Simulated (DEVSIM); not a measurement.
Structure: Ge p-i-n diode, at 300 K.

Layer 1 from the left is Ge, thickness (μm) 0.790, Na (cm⁻³) 1.7e18, τn (s) 2.9e-5, τp (s) 2.9e-5. Layer 2 from the left is Ge, thickness (μm) 0.470, Nd (cm⁻³) 6.3e11, τn (s) 2.9e-5, τp (s) 2.9e-5. Layer 3 from the left is Ge, thickness (μm) 0.380, Nd (cm⁻³) 1.3e17, τn (s) 2.9e-5, τp (s) 2.9e-5.

Left contact: ohmic. Right contact: ohmic. Voltage is applied to the left contact. Recombination: SRH at mid-gap, radiative, Auger. Mobility is constant in doping.

The device is made up for the run: typed textbook-type constants, with dimensions and the other settings drawn at random. Values at 300 K.

Ge: gap (eV) 0.664, affinity (eV) 4, permittivity 16, Nc (cm⁻³) 1.04e19, Nv (cm⁻³) 6e18, μn (cm²/Vs) 3900, μp (cm²/Vs) 1900, B (cm³/s) 6.4e-14, Cn (cm⁶/s) 1e-31, Cp (cm⁶/s) 1e-31.

Model (solved in DEVSIM): 1D drift-diffusion, Boltzmann statistics, complete ionisation; no tunnelling, impact ionisation, image-force lowering or self-heating.

**Question.** What does the simulation give for the dark forward voltage at 1 A/cm², the potential step across the device at zero bias?

**Answer.** dark forward voltage at 1 A/cm² 0.186 V; potential step across the device at zero bias 0.518 V.
